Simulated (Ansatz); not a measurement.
# Response to strain in SrTiO3

Start from SrTiO3 in the cubic perovskite structure (space group Pm-3m, No. 221; a = 3.854 Å).

Strains are applied to the cell and any free atomic positions relax.

Computed with LDA in Ansatz (plane waves to 420 eV, PAW, no SOC).

```
isotropic strain (%)  pressure (GPa)
--------------------  --------------
0                                0.0
0.6                             -3.5
1.2                             -6.7
1.8                             -9.6
2.4                                ?
3                              -14.7
```

Task: Fit P = P₀ − Bδ + Cδ² with δ = (1 + ε)³ − 1 to the rows shown and predict the withheld row.

Result: Least squares on the printed values gives P₀ = 0.0 GPa, B = 199 GPa, C = 440 GPa (largest residual 0.0 GPa); this predicts -12.3 GPa, and the run gives -12.3 GPa, in agreement.

Stability against distortions was not tested. All final runs are without spin polarisation. Many cubic perovskites are stable only at high temperature; tilts and polar distortions were not tested.

Ansatz is a quantum-chemistry and plane-wave program.
